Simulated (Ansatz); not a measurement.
The starting structures come from a database of crystals and need not be the phases stable at ambient conditions.

Inside the gap of an insulator the Bloch states are evanescent, with a wavenumber k + iκ along the transport direction.

Given:

```yaml
crystal:
  lattice:
    - [3.91855, 0.00000, 0.00000]
    - [-1.95928, 3.39357, 0.00000]
    - [0.00000, 0.00000, 6.45959]
  atoms:
    - { symbol: Ga, position: [0.66667, 0.33333, 0.50005] }
    - { symbol: Ga, position: [0.33333, 0.66667, 0.00005] }
    - { symbol: P, position: [0.66667, 0.33333, 0.87395] }
    - { symbol: P, position: [0.33333, 0.66667, 0.37395] }
```

Space group of this cell: P6_3mc, wurtzite. The cell is strained (all lengths scaled by 1.02); by r2SCAN its mean pressure is -4.5 GPa.

Transport runs along the normal of the first two printed cell vectors, the (001) plane of the conventional cell.

No gap correction and no spin-orbit coupling; mid-gap values are interpolated between computed energies.

**Question.** Compute, with r2SCAN (Ansatz, an electronic-structure program), the band gap and the smallest decay constant κ at mid-gap.

**Answer.** Gap 1.57 eV on a 12×12×6 mesh; κ = 0.104 1/Å, at the zone centre.
